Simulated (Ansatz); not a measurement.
**Effect of non-magnetic on hypothetical CsCl type FeAs**

The reference is FeAs in the CsCl type structure (space group Pm-3m, No. 221; a = 3.043 Å; ferromagnetic; a hypothetical phase, not in the database extracts checked).

One thing is altered: the non-magnetic state is imposed and the cell is relaxed again.

Calculations: DFT with r2SCAN, PAW potentials and a 500 eV plane-wave cutoff in Ansatz (a first-principles code), spin-orbit coupling left out. Settings: 16×16×16 k-points, 0.05 eV Fermi–Dirac smearing, for the changed cell.

| quantity | base | changed | shift |
|---|---|---|---|
| space group (of the atoms, moments ignored) | Pm-3m (No. 221) | Pm-3m (No. 221) | – |
| energy relative to the base (σ→0) (to 0.01 eV only: unlike meshes or grids) | 0.00 eV/atom | +0.25 eV/atom | +0.25 eV/atom |
| band gap | zero | zero | – |

The magnetic state is the one reached from the starting moments; the real material's order can differ, and small cells can't hold many antiferromagnetic ones. Stability against distortions was not tested. Spin-polarised in the final run: base; the other runs are not. FeAs has a high density of states at the Fermi level and may be magnetic at this level.
